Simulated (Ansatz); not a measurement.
For TaC (model structure, started from the NiAs type, P6₃/mmc, No. 194, 4 atoms in the cell), PBEsol (Ansatz, a first-principles code, PAW) gives:

- lattice parameter a: 3.106 Å
- lattice parameter c: 5.518 Å

**Question.** What does PBE-D3(BJ) (Ansatz, PAW) give for the same quantities?

**Answer.** 
- lattice constant a: 3.109 Å (increases by 0.1 %)
- lattice parameter c: 5.527 Å (rises by 0.2 %)

Changes are worked out from the printed values.

Unless a cell is named, each level is at its own relaxed cell (PBEsol 11.52, PBE-D3(BJ) 11.57 Å³/atom).

Levels without +SOC leave out spin–orbit coupling, which shifts energies and cells of such heavy elements.

Ansatz's density-functional and Hartree–Fock values are scalar-relativistic unless marked +SOC, with PAW data made under PBE.

A model structure was made by putting elements into a prototype or built by hand; it is no filed structure, need not be a known phase, and can be a saddle point held by its symmetry.
